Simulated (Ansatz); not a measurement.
**Y2N (model structure, started from the CdI2 type, P-3m1, No. 164, 3 atoms in the cell): bulk modulus by level of theory**

No measured value is used here.

```csv
level (code),value (GPa),cell (Å³/atom)
LDA (Ansatz),?,19.96
PBE (Ansatz),73.5,21.25
PBEsol (Ansatz),76.6,20.53
r²SCAN (Ansatz),78.4,21.26
```

Fill in the missing entries.


- LDA (Ansatz, a first-principles code), value (GPa): 79.8

LDA, PBE, PBEsol, r²SCAN: the bulk modulus is −V dP/dV from two relaxed cells at ±2 % in volume. Each level is taken at its own relaxed cell. Cutoffs differ between the levels. Ansatz's density-functional and Hartree–Fock values are scalar-relativistic unless marked +SOC, with PAW data made under PBE.

A model structure was made by putting elements into a prototype or built by hand; it is no filed structure, need not be a known phase, and can be a saddle point held by its symmetry.
